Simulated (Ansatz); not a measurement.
Carrier properties of CaTiO3 (Pm-3m)

Input:

```yaml
crystal:
  lattice:
    - [3.84103, 0.00000, 0.00000]
    - [0.00000, 3.84103, 0.00000]
    - [0.00000, 0.00000, 3.84103]
  atoms:
    - { symbol: Ca, position: [0.50000, 0.50000, 0.50000] }
    - { symbol: Ti, position: [0.00000, 0.00000, 0.00000] }
    - { symbol: O, position: [0.00000, 0.50000, 0.00000] }
    - { symbol: O, position: [0.50000, 0.00000, 0.00000] }
    - { symbol: O, position: [0.00000, 0.00000, 0.50000] }
```

Level of theory: PBEsol, rigid bands (plane waves, PAW, scalar-relativistic; Ansatz, a first-principles code). Geometry: cell and atoms relaxed with PBEsol.

* **band gap**: 1.89 eV
* **electron conductivity mass (300 K, dilute)**: 0.61 mₑ
* **hole conductivity mass (300 K, dilute)**: 1.82 mₑ
* **effective density of states N_c (300 K)**: 7.3e19 cm⁻³
* **effective density of states N_v (300 K)**: 2.7e20 cm⁻³
* **density-of-states mass, electrons**: 2.0 mₑ
* **density-of-states mass, holes**: 4.9 mₑ
* **Seebeck coefficient, n-type 1e19 cm⁻³, 300 K**: -385 μV/K
* **best n-type power factor at 300 K for τ = 10 fs (best axis; densities from 1e16 to 1e21 cm⁻³ tried, whether or not they can be reached)**: 20 μW/(cm·K²) at 3e20 cm⁻³
* **Seebeck coefficient, p-type 1e19 cm⁻³, 300 K**: 509 μV/K

Rigid bands; masses and Seebeck coefficients take one relaxation time τ for all states and one kind of carrier; polarons and phonon drag are left out. Spin-orbit coupling is left out; where it splits the top of the valence band, N_v and the p-type Seebeck coefficient come out somewhat high without it.

CaTiO3 (Pm-3m): a high-temperature phase held by its symmetry.
